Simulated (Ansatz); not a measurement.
Start from GeS2 in the 2H-MoS2 type structure (space group P6_3/mmc, No. 194; a = 3.4270 Å, c = 10.6220 Å; a hypothetical phase, not in the database extracts checked; layered, stacked along the Cartesian z axis). Axes: x lies along a and z along c of the hexagonal cell.

Structures relaxed with PBE-D3(BJ) (Ansatz, a quantum-chemistry and plane-wave program), without spin-orbit coupling.

Base:

Simulated powder pattern, Cu Kα1, λ = 1.54056 Å (kinematic, ideal powder, no thermal factors, no anomalous dispersion; the 10 strongest lines at most, above 2 %, up to 2θ = 90°):

| 2θ (°) | I/Imax (%) | hkl |
|---|---|---|
| 16.68 | 38 | (002) |
| 30.09 | 40 | (100) |
| 31.27 | 12 | (101) |
| 34.59 | 9.6 | (102) |
| 39.59 | 100 | (103) |
| 52.96 | 18 | (105) |
| 53.43 | 29 | (110) |
| 56.37 | 9.6 | (112) |
| 68.50 | 18 | (203) |
| 77.45 | 13 | (116) |

After one change:

Simulated powder pattern, Cu Kα1, λ = 1.54056 Å (kinematic, ideal powder, no thermal factors, no anomalous dispersion; the 10 strongest lines at most, above 2 %, up to 2θ = 90°):

| 2θ (°) | I/Imax (%) |
|---|---|
| 16.59 | 39 |
| 30.35 | 40 |
| 31.51 | 12 |
| 34.78 | 9.8 |
| 39.71 | 100 |
| 52.94 | 19 |
| 53.92 | 28 |
| 56.82 | 9.7 |
| 69.01 | 18 |
| 77.64 | 13 |

Task: Which of these changes matches the shifts?
(A) biaxial strain −2.80 %, plane normal [001], relaxed out of plane
(B) uniaxial stress, 1 GPa compression along z
(C) isotropic strain +2.35 %
(D) biaxial strain −0.84 %, plane normal [001], relaxed out of plane

Result: D, biaxial strain −0.84 %, plane normal [001], relaxed out of plane. Its volume per atom is 17.79 Å³ against 18.01 Å³, and its space group is P6_3/mmc (No. 194).

Beyond what the load breaks, stability against distortions was not tested. The final runs are not spin-polarised.
